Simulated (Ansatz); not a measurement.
**Al2Cu, response to strain**

Base system: Al₂Cu (space group I4/mcm, No. 140).

```
CELL_PARAMETERS angstrom
     -3.00291     3.00291     2.39485
      3.00291    -3.00291     2.39485
      3.00291     3.00291    -2.39485
ATOMIC_POSITIONS crystal
  Al 0.65905 0.15905 0.81810
  Al 0.84095 0.65905 0.50000
  Al 0.15905 0.34095 0.50000
  Al 0.34095 0.84095 0.18190
  Cu 0.25000 0.25000 0.00000
  Cu 0.75000 0.75000 0.00000
```

Cartesian axes are those of the cell as printed.

Strains are applied to the cell and any free atomic positions relax; under biaxial strain the out-of-plane vector relaxes too; under stress the whole cell relaxes.

The values are results of r2SCAN (Ansatz, a first-principles code, PAW, no spin-orbit coupling), not measurements.

Notes on the quantities. energy relative to the base: free energy F; pressure: mean of the normal stresses, compression positive.

| case | energy relative to the base | pressure | shortest interatomic distance |
|---|---|---|---|
| base | 0 meV/atom | 0.0 GPa | 2.395 Å |
| biaxial strain +0.92 %, plane normal [001], relaxed out of plane | +1.7 meV/atom | -1.4 GPa | 2.380 Å |
| biaxial strain +0.96 %, plane normal [001], relaxed out of plane | +1.9 meV/atom | -1.4 GPa | 2.380 Å |
| biaxial strain +4.52 %, plane normal [001], relaxed out of plane | +40 meV/atom | -6.2 GPa | 2.344 Å |
| isotropic strain −3.49 % | +64 meV/atom | 15.5 GPa | 2.311 Å |
| isotropic strain +4.43 % | +77 meV/atom | -11.0 GPa | 2.501 Å |
| uniaxial strain ε_yy = −3.63 % | +11 meV/atom | 4.7 GPa | 2.395 Å |
| uniaxial strain ε_zz = +1.12 % | +1.0 meV/atom | -1.2 GPa | 2.422 Å |
| uniaxial stress, 1 GPa tension along x | +0.3 meV/atom | – | 2.392 Å |
| tensor shear ε_xy = −2.75 % | +6.2 meV/atom | 0.3 GPa | 2.395 Å |

A biaxial case was relaxed in a doubled cell and then solved in the primitive one. Without a gap, meshes like the base's 12×12×12 leave anisotropic stresses uncertain by several tenths of a GPa, and small strain energies with them. Stability under load was not tested beyond the relaxation. The final runs are not spin-polarised.
